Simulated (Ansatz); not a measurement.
```xyz
4
Lattice="2.8615 0.0000 0.0000 -1.4308 2.4782 0.0000 0.0000 0.0000 4.6350" Properties=species:S:1:pos:R:3 pbc="T T T"
B      0.0000     1.6521     2.2777
Si     1.4308     0.8261     0.0080
C      0.0000     1.6521     0.6761
N      1.4308     0.8261     2.8319
```

Relaxed-ion tensors in this frame from Ansatz (a first-principles code), PBEsol functional, plane-wave PAW. Proper piezoelectric stress tensor e (C/m²):

```
 0.00   0.00   0.00   0.00  -0.59   1.81
 1.81  -1.81   0.00  -0.59   0.00   0.00
-0.04  -0.04  -0.11   0.00   0.00   0.00
```

Stiffness C (GPa):

```
  524    153   77.1   42.5    0.0    0.0
  153    524   77.1  -42.5    0.0    0.0
 77.1   77.1    731    0.0    0.0    0.0
 42.5  -42.5    0.0    176    0.0    0.0
  0.0    0.0    0.0    0.0    176   42.5
  0.0    0.0    0.0    0.0   42.5    185
```

The cell was generated from a structure type, relaxed within its symmetry, and need not be the phase found at ambient conditions.

Obtain the piezoelectric strain tensor d.

d = e S with S = C⁻¹, in pC/N:

```
 0.0   0.0   0.0   0.0  -6.1  11.2
 5.6  -5.6   0.0  -6.0   0.0   0.0
 0.0   0.0  -0.1   0.0   0.0   0.0
```
Away from Γ the polar cell without biaxial strain shows no imaginary mode on a 2×2×2 mesh.

The PAW data sets were generated under PBE and serve the other functionals too.
